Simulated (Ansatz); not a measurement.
Results of PBEsol (plane waves, PAW; Ansatz, a program for electronic structure) for ZrRh (Pm-3m, No. 221, 2 atoms in the cell; start mp-2808).

Run with plane-wave cutoff 520 eV, 16×16×16 k mesh, Fermi–Dirac smearing 0.05 eV, no spin polarisation, scalar-relativistic PAW data made under PBE.

Cell (relaxed at this level):

```cif
data_RhZr
_chemical_formula_sum 'Zr1 Rh1'
_space_group_name_H-M_alt 'Pm-3m'
_space_group_IT_number 221
_space_group_name_Hall '-P 4 2 3'
_cell_length_a 3.25389
_cell_length_b 3.25389
_cell_length_c 3.25389
_cell_angle_alpha 90.000
_cell_angle_beta 90.000
_cell_angle_gamma 90.000
loop_
_atom_site_label
_atom_site_type_symbol
_atom_site_symmetry_multiplicity
_atom_site_Wyckoff_symbol
_atom_site_fract_x
_atom_site_fract_y
_atom_site_fract_z
_atom_site_occupancy
Zr1 Zr 1 b 0.50000 0.50000 0.50000 1
Rh1 Rh 1 a 0.00000 0.00000 0.00000 1
```

### Question
Predict the bulk modulus.

### Answer

* **bulk modulus**: 180 GPa

Note: the run has no spin polarisation, so it can have missed a magnetic state; the bulk modulus is −V dP/dV from two relaxed cells at ±2 % in volume; the relaxation could not lower the start's symmetry, so the cell can be a saddle point above a distorted one.

Computed values are for the static lattice.

It cost about 30 core-seconds (a rough figure) of CPU time.

A start named mp-… is a Materials Project structure, which need not be a measured phase.
